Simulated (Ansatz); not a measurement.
K2NiF4 (I4/mmm, No. 139), treated with r²SCAN0 (Ansatz, a first-principles code, plane waves, PAW).

Settings: plane-wave cutoff 520 eV, 8×8×8 k mesh, Fermi–Dirac smearing 0.01 eV, spin-polarised start, scalar-relativistic PAW data made under PBE.

Cell (relaxed with PBEsol):

Space group I4/mmm (No. 139); a = 4.0048 Å, b = 4.0048 Å, c = 12.9604 Å, α = 90.00°, β = 90.00°, γ = 90.00°

```
atom  site  symmetry       x       y       z
----  ----  --------  ------  ------  ------
K       4e       4mm  0.0000  0.0000  0.3556
Ni      2a     4/mmm  0.0000  0.0000  0.0000
F       4c      mmm.  0.0000  0.5000  0.0000
F       4e       4mm  0.0000  0.0000  0.1538
```
(The calculation used a cell of 7 atoms; values per cell refer to that cell.)

Question: What does this level give for the band gap, smallest direct gap on the k points sampled and direct gap at Γ?

Answer: 
- band gap = 7.54 eV (indirect)
- smallest direct gap on the k points sampled = 8.02 eV
- direct gap at Γ = 8.15 eV

Note: the magnetic order was assumed, not searched for or taken from measurement; cell and atoms aren't relaxed at this level (largest force component 0.06 eV/Å, pressure -0.4 GPa).

Computed values are for the static lattice.
